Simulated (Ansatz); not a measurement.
The reference is AlN in the rock salt structure (space group Fm-3m, No. 225; a = 4.0452 Å; a model cell, its experimental status unchecked).

It is then changed as follows: every lattice vector is shortened by 4.25 %, atoms relaxed at fixed cell.

Levels (all Ansatz, a quantum-chemistry and plane-wave program, PAW): PBEsol (420 eV, scalar-relativistic without spin-orbit coupling); r2SCAN (500 eV, no SOC); HSE06 (420 eV, without spin-orbit coupling).

At the geometry relaxed with PBEsol, these levels gave the following band gaps, in shuffled order: (a) 6.34 eV, (b) 5.77 eV, (c) 4.88 eV.

### Question
Match each gap to its level.

### Answer
(a) HSE06; (b) r2SCAN; (c) PBEsol.

Single points use the geometry relaxed with PBEsol. The hybrid gap comes from the SCF mesh plus the semilocal run's edge points and a few special points and is an upper bound. The cells carry an imposed strain or load. Stability against distortions was not tested. The base started in P3_121 and relaxed to Fm-3m at this level. This is not the structure that AlN has at room temperature and ambient pressure.
